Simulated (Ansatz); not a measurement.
Consider the following.

```
CELL_PARAMETERS angstrom
      0.00000     2.76454     2.82847
      2.82847     0.00000     2.82847
      2.82847     2.76454     0.00000
ATOMIC_POSITIONS crystal
  Te 0.75000 0.75000 0.75000
  Be 0.00000 0.00000 0.00000
```

No spin polarisation.

The values are results of DFT with r2SCAN, PAW potentials and a 500 eV plane-wave cutoff in Ansatz (a quantum-chemistry and plane-wave program), without spin-orbit coupling, not measurements. Settings: 10×10×10 k-points, 0.05 eV Fermi–Dirac smearing.

Predict the hole mass, electron mass, stress and valence-band top at Γ.

The hole mass is 0.21 mₑ along y, 0.33 mₑ across (at Γ). The electron mass comes out as 2.0 mₑ along k, 0.25 mₑ across (at X). The stress (xx, yy, zz, yz, xz, xy; compression positive) is (0.95, 2.36, 0.95, 0.00, 0.00, 0.00) GPa. The valence-band top at Γ (three highest levels, from the VBM) is 0.00, -0.12, -0.12 eV.

Spin-orbit coupling, missing from the scalar runs, can matter with Te. The levels and masses belong to the bands next to the band gap. The cells carry an imposed strain or load. Effective masses come from finite differences of ±0.01 Å⁻¹. Along k means along the line from Γ to the band edge. No phonon test of stability was made. The cell was made from BeTe in the zinc blende structure (space group F-43m, No. 216) by this change: uniaxial strain ε_yy = −2.26 %.
